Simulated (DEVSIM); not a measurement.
Structure: abrupt Si p-n junction, at 300 K.

| layer (left to right) | material | thickness (μm) | Nd (cm⁻³) | Na (cm⁻³) | τn (s) | τp (s) |
|---|---|---|---|---|---|---|
| 1 | Si | 0.630 | - | 1.6e16 | 1.2e-5 | 1.2e-5 |
| 2 | Si | 0.400 | 1.5e16 | - | 1.2e-5 | 1.2e-5 |

Left contact: ohmic. Right contact: ohmic. Voltage is applied to the left contact. Recombination: SRH at mid-gap, radiative. Mobility is μmin + (μ − μmin)/(1 + (N/Nref)^α).

This is a model device: material constants are rounded textbook-type values typed into the input, and sizes, dopings and lifetimes were drawn at random. Values at 300 K; Nc and Nv go as T^1.5, mobilities as T to minus their exponent, the gap by Varshni's rule with the affinity fixed. The table also holds parameters that only a changed run uses.

| parameter | Si |
|---|---|
| gap (eV) | 1.124 |
| affinity (eV) | 4.05 |
| permittivity | 11.7 |
| Nc (cm⁻³) | 2.86e19 |
| Nv (cm⁻³) | 3.1e19 |
| μn (cm²/Vs) | 1417 |
| μp (cm²/Vs) | 470 |
| μn,min | 52 |
| μp,min | 45 |
| Nref,n | 9.7e16 |
| Nref,p | 2.2e17 |
| αn | 0.68 |
| αp | 0.72 |
| T exponent of μn | 2.3 |
| T exponent of μp | 2.2 |
| B (cm³/s) | 4.7e-15 |
| Cn (cm⁶/s) | 2.8e-31 |
| Cp (cm⁶/s) | 9.9e-32 |
| Varshni α (eV/K) | 0.000473 |
| Varshni β (K) | 636 |

DEVSIM, 1D drift-diffusion, Boltzmann statistics, complete ionisation; no tunnelling, impact ionisation, image-force lowering or self-heating.

Base results: potential step across the device at zero bias (V) 0.733; largest field in the device at zero bias (V/cm) 40000; dark forward voltage at 1 A/cm² (V) 0.535; dark forward voltage at 100 A/cm² (V) 0.661.

**Question.** What follows from this one change: temperature 300 → 450 K?

**Answer.** potential step across the device at zero bias 0.733 → 0.448 V; largest field in the device at zero bias 40000 → 30000 V/cm; dark forward voltage at 1 A/cm² 0.535 → 0.170 V; dark forward voltage at 100 A/cm² 0.661 → 0.360 V.

**Question.** What follows from this one change: thickness of layer 2 0.4 → 0.08 μm?

**Answer.** potential step across the device at zero bias little changed (0.733 V); largest field in the device at zero bias 40000 → 45000 V/cm; dark forward voltage at 1 A/cm² 0.535 → 0.488 V; dark forward voltage at 100 A/cm² 0.661 → 0.627 V.

**Question.** What follows from this one change: doping Na of layer 1 1.6e+16 → 4.8e+16 cm^-3?

**Answer.** potential step across the device at zero bias 0.733 → 0.761 V; largest field in the device at zero bias 40000 → 50000 V/cm; dark forward voltage at 1 A/cm² 0.535 → 0.549 V; dark forward voltage at 100 A/cm² 0.661 → 0.675 V.

**Question.** What follows from this one change: constant mobility in place of the doping-dependent one?

**Answer.** potential step across the device at zero bias little changed (0.733 V); largest field in the device at zero bias little changed (40000 V/cm); dark forward voltage at 1 A/cm² 0.535 → 0.530 V; dark forward voltage at 100 A/cm² 0.661 → 0.654 V.
